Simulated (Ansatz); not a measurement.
AlSiCN (P3m1, No. 156, 4 atoms in the cell; start mp-1227998) was calculated with LDA in Ansatz (PAW).

Run with plane-wave cutoff 520 eV, 12×12×8 k mesh (along the axes of the cell as run), Fermi–Dirac smearing 0.01 eV, scalar-relativistic PAW data made under PBE.

Cell (relaxed with PBEsol):

```cif
data_CAlNSi
_chemical_formula_sum 'Al1 Si1 C1 N1'
_space_group_name_H-M_alt 'P3m1'
_space_group_IT_number 156
_space_group_name_Hall 'P 3 -2"'
_cell_length_a 3.09407
_cell_length_b 3.09407
_cell_length_c 5.02683
_cell_angle_alpha 90.000
_cell_angle_beta 90.000
_cell_angle_gamma 120.000
loop_
_atom_site_label
_atom_site_type_symbol
_atom_site_symmetry_multiplicity
_atom_site_Wyckoff_symbol
_atom_site_fract_x
_atom_site_fract_y
_atom_site_fract_z
_atom_site_occupancy
Al1 Al 1 b 0.33333 0.66667 0.50719 1
Si1 Si 1 c 0.66667 0.33333 0.99732 1
C1 C 1 b 0.33333 0.66667 0.10847 1
N1 N 1 c 0.66667 0.33333 0.63701 1
```

### Question
Estimate the band gap and smallest direct gap on the k points sampled that the calculation returns.

### Answer

- band gap: 3.29 eV (indirect)
- smallest direct gap on the k points sampled: 4.15 eV

Note: cell and atoms aren't relaxed at this level (pressure -4.5 GPa).

A start named mp-… is a Materials Project structure, which need not be a measured phase.

Ansatz is a quantum-chemistry and plane-wave program.
